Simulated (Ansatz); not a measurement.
# CuI: isotropic strain +2.42 %

Start from CuI in the zinc blende structure (space group F-43m, No. 216; a = 6.079 Å).

The change: an isotropic linear strain of +2.42 %, atoms relaxed at fixed cell.

Calculations: PBE (Ansatz, a quantum-chemistry and plane-wave program; PAW; 420 eV plane waves; no spin-orbit coupling). Γ-centred 9×9×9 mesh, Fermi–Dirac width 0.05 eV.

```json
[
 {"quantity": "shortest interatomic distance", "base": "2.632 Å", "changed": "2.696 Å", "shift": "+0.064 Å"},
 {"quantity": "energy relative to the base (free energy F)", "base": "0 meV/atom", "changed": "+16 meV/atom", "shift": "+16 meV/atom"},
 {"quantity": "pressure", "base": "0.00 GPa", "changed": "-2.32 GPa", "shift": "-2.32 GPa"},
 {"quantity": "band gap", "base": "1.10 eV", "changed": "0.93 eV", "shift": "-0.17 eV"},
 {"quantity": "gap character", "base": "direct at Γ", "changed": "direct at Γ", "shift": "–"},
 {"quantity": "mean gap deformation potential ΔEg/Δln V", "base": "–", "changed": "-2.4 eV", "shift": "–"},
 {"quantity": "width of the top valence band", "base": "1.47 eV", "changed": "1.24 eV", "shift": "-0.23 eV"},
 {"quantity": "electron mass", "base": "0.15 mₑ (at Γ)", "changed": "0.15 mₑ (at Γ)", "shift": "–"},
 {"quantity": "hole mass (degenerate bands, along [100])", "base": "0.22, 0.75, 0.75 mₑ (at Γ)", "changed": "0.22, 0.87, 0.87 mₑ (at Γ)", "shift": "–"},
 {"quantity": "valley order (the lowest conduction-band minima on the path, energy above the VBM, named in the base's zone)", "base": "Γ 1.10 eV; L along ⟨111⟩ 2.13 eV", "changed": "Γ 0.93 eV; L along ⟨111⟩ 2.07 eV", "shift": "–"}
]
```

Final structure:

```
CuI
1.0
    0.00000     3.11302     3.11302
    3.11302     0.00000     3.11302
    3.11302     3.11302     0.00000
I Cu
1 1
Direct
  0.25000   0.25000   0.25000
  0.00000   0.00000   0.00000
```

With I present, leaving out spin-orbit coupling can change the band edges. Effective masses come from finite differences of ±0.01 Å⁻¹. No phonon test of stability was made. All final runs are without spin polarisation.
